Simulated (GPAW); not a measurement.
## Equation of state of rock-salt SrTe (space group 225): energy against volume (GPAW, PBE)

```
CELL_PARAMETERS angstrom
      0.00000     3.27079     3.27079
      3.27079     0.00000     3.27079
      3.27079     3.27079     0.00000
ATOMIC_POSITIONS crystal
  Sr 0.00000 0.00000 0.00000
  Te 0.50000 0.50000 0.50000
```

Computed with PBE, GPAW PAW datasets PBE (gpaw-data 1.0.1) (plane waves; GPAW). Settings: mode = pw; ecut = 585 eV; xc = PBE; kpts = 9 9 9; mesh shift (steps) = 0 0 0; occupations.name = fermi-dirac; occupations.width = 0.01 eV; nbands = -8; convergence.density = 1e-05 e/electron; convergence.bands = -6; symmetry.symmorphic = false; symmetry.tolerance = 0.0005; maxiter = 150. The cell above is the first row's. The rows scale it uniformly. In all rows fractional positions and the k mesh are held. E is the free energy at the stated smearing, counted from the lowest row.

| V (Å^3/atom) | E (meV/atom) |
|---|---|
| 34.991 | ? |
| 35.752 | 15.48 |
| 36.512 | 6.65 |
| 37.273 | 1.62 |
| 38.034 | 0.00 |
| 38.794 | 1.45 |
| 39.555 | 5.68 |
| 40.316 | 12.42 |
| 41.077 | 21.40 |

### Question
Fit E against V with the third-order Birch-Murnaghan form, a cubic in V^(-2/3), and predict the withheld value at V = 34.991.

### Answer
With u = V^(-2/3) - 0.0879, the rows have u = 0.0042439, 0.0029607, 0.0017198, 0.0005203, -0.0006383, -0.0017611, -0.0028486, -0.0039023. Least squares gives E = 0.284 - 1127.0·u + 1103308·u² + 1381657·u³. Residuals (row less fit): 0.002, -0.004, 0.004, 0.004, -0.003, -0.003, 0.005, -0.001; standard error 0.005 (degrees of freedom: 4). Its minimum lies at u = 0.0005102, so V0 = (0.0884102)^(-3/2) = 38.04. There d²E/du² = 2211000 and d³E/du³ = 8290000, so B0 = (4/9) × 38.04^(-7/3) × 2211000 × 0.160218 = 32.3 GPa (the last factor turns the table's units into GPa), and B0' = 4 + (2/3) × 0.0884102 × (8290000)/2211000 = 4.2. The program's pressures in the fitted runs (not shown) pass through zero at V = 38.01, 0.08 % from this V0. At the withheld row, u = 0.0055751, so E = 0.284 - 1127.0 × 0.0055751 + 1103308 × 0.0055751² + 1381657 × 0.0055751³ = 28.533 meV/atom. The calculation gives 28.52 meV/atom, 0.013 meV/atom below the prediction (under 0.05 % of the range of E in the table). The row lies outside the fitted rows, so this is an extrapolation. From the scatter of the fitted rows alone, a prediction at this place has a standard error of 0.014 meV/atom, so the miss is 0.9 times that.

Carrying the step between the two nearest rows on in a straight line would have given 24.32, off by 4.20; series whose last step already gives the withheld value aren't shown. The scan was laid around a cell of about the measured size, scaled by a guess for this functional. The runs keep the symmetry of the cell, so they don't test it for distortions. Spin-orbit coupling is off. Cutoffs and mesh are single choices, not tested for convergence of this quantity. Series with a scatter that would blur these digits, or in which a gap closes, are not shown. Nor are scans whose minimum lies at an end fitted in this form.
